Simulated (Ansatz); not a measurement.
Take SnO2 in the rutile structure (space group P4_2/mnm, No. 136; a = 4.828 Å, c = 3.238 Å) as the base.

The values are results of PBE in Ansatz (plane waves to 420 eV, PAW, without spin-orbit coupling), not measurements.

Before the change:

| Item | Value |
|---|---|
| Valence-band top at Γ | 0.00, -0.74, -0.74 eV |
| Band gap | 0.68 eV |
| Pressure | 0.00 GPa |
| Electron mass | 0.16 mₑ along c, 0.17 mₑ across (at Γ) |

It is then changed as follows: every lattice vector is stretched by 1.20 %; the atoms relax in the strained cell.

**Question.** Predict the new hole mass, valence-band top at Γ, band gap, pressure and electron mass.

**Answer.** The hole mass amounts to 2.0 mₑ along c, 1.4 mₑ across (at Γ); the valence-band top at Γ (three highest levels, from the VBM) becomes 0.00, -0.70, -0.70 eV (base: 0.00, -0.74, -0.74 eV); the band gap shrinks by 0.35 eV, from 0.68 eV to 0.33 eV; the pressure (mean of the normal stresses, compression positive) goes from zero to -5.75 GPa; the electron mass goes from 0.16 mₑ along c, 0.17 mₑ across (at Γ) to 0.14 mₑ (at Γ).

Masses are band curvatures over ±0.01 Å⁻¹ around the edge. Whether these cells are dynamically stable was not tested.

Ansatz is a program for electronic structure.
